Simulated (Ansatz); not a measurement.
The parent structure is TiAl (space group P4/mmm, No. 123; a = 2.813 Å, c = 4.058 Å). Axes: x, y, z lie along a, b, c of the conventional cell.

The values are results of r2SCAN, PAW, 500 eV (Ansatz, a quantum-chemistry and plane-wave program; no SOC), not measurements.

Base values:

Pressure: 0.0 GPa

One thing is altered: the cell is stretched by 5.83 % along z with no lateral relaxation, atoms relaxed at fixed cell.

### Question
Estimate the effect on the energy relative to the base.

### Answer
The energy rises by 30 meV/atom.

### Question
How does this affect the pressure?

### Answer
The pressure (mean of the normal stresses, compression positive) goes from zero to -6.1 GPa.

Without a gap, meshes like the base's 16×16×12 leave anisotropic stresses uncertain by several tenths of a GPa, and small strain energies with them. The cells carry an imposed strain or load. Stability against distortions was not tested. All final runs are without spin polarisation.
